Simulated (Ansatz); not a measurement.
Functionals compared on the (311) surface of silicon in its 1x1 cell, relaxed from an ideal cut (the real face may reconstruct), outermost plane spacing 0.41 Å in the ideal cut (one of several cuts of this face), in Ansatz (plane waves, PAW). The structure was relaxed with PBE; the other rows are single points on it, each with its references at the same level. Cutoff 420 eV (500 eV for r2SCAN).

Set-up: 16 atoms, 12.0 Å thick at the start; mesh 7x4x1; 0.025 eV smearing; dipole correction on; all atoms relaxed; held to the part of the start's symmetry that mesh and held atoms allow; no spin (no spin-polarised run to compare, though such a face may carry moments), no spin-orbit, no U. The slab shows no gap over 0.04 eV on its mesh. These notes are the PBE run's.

```json
[
 {"functional": "PBE", "surface energy (J/m²)": "1.65", "work function of the top face (eV)": "4.66", "ionisation potential (eV)": "5.00", "rough cost of the single point": "–"},
 {"functional": "LDA", "surface energy (J/m²)": "1.83", "work function of the top face (eV)": "4.84", "ionisation potential (eV)": "5.12", "rough cost of the single point": "very roughly 40 core-seconds"},
 {"functional": "PBEsol", "surface energy (J/m²)": "1.76", "work function of the top face (eV)": "4.71", "ionisation potential (eV)": "4.99", "rough cost of the single point": "roughly 40 core-seconds"},
 {"functional": "RPBE", "surface energy (J/m²)": "___", "work function of the top face (eV)": "___", "ionisation potential (eV)": "___", "rough cost of the single point": "roughly 40 core-seconds"},
 {"functional": "r2SCAN", "surface energy (J/m²)": "1.89", "work function of the top face (eV)": "4.74", "ionisation potential (eV)": "5.21", "rough cost of the single point": "roughly 80 core-seconds"}
]
```

Problem. What belongs in the gaps?

Solution. 
- RPBE, surface energy (J/m²): 1.55
- RPBE, work function of the top face (eV): 4.60
- RPBE, ionisation potential (eV): 4.96

Ansatz is a program for electronic structure.
